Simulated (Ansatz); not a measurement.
## AgO (P2₁/c, No. 14, 8 atoms in the cell; start mp-1079720)

Method: r²SCAN in Ansatz (PAW).

Numerical settings: plane-wave cutoff 500 eV, 8×12×8 k mesh (along the axes of the cell as run), Fermi–Dirac smearing 0.05 eV, no spin polarisation, scalar-relativistic PAW data made under PBE.

Cell (relaxed at this level):

```cif
data_Ag4O4
_chemical_formula_sum 'Ag4 O4'
_space_group_name_H-M_alt 'P 1'
_space_group_IT_number 1
_cell_length_a 5.79333
_cell_length_b 3.53190
_cell_length_c 5.53518
_cell_angle_alpha 90.000
_cell_angle_beta 107.185
_cell_angle_gamma 90.000
loop_
_space_group_symop_operation_xyz
  'x, y, z'
loop_
_atom_site_label
_atom_site_type_symbol
_atom_site_fract_x
_atom_site_fract_y
_atom_site_fract_z
_atom_site_occupancy
Ag1 Ag 0.00000 0.50000 0.50000 1
Ag2 Ag 0.00000 0.00000 0.00000 1
Ag3 Ag 0.50000 0.50000 0.00000 1
Ag4 Ag 0.50000 0.00000 0.50000 1
O1 O 0.70687 0.16787 0.28020 1
O2 O 0.29313 0.83213 0.71980 1
O3 O 0.29313 0.66787 0.21980 1
O4 O 0.70687 0.33213 0.78020 1
```

```
Quantity                        Value
--------  ---------------------------
band gap  0.17 eV (on the SCF k mesh)
```

Note: the relaxation could not lower the start's symmetry, so the cell can be a saddle point above a distorted one.

Spin–orbit coupling is not included.

A start named mp-… is a Materials Project structure, which need not be a measured phase.

Ansatz is an electronic-structure program.
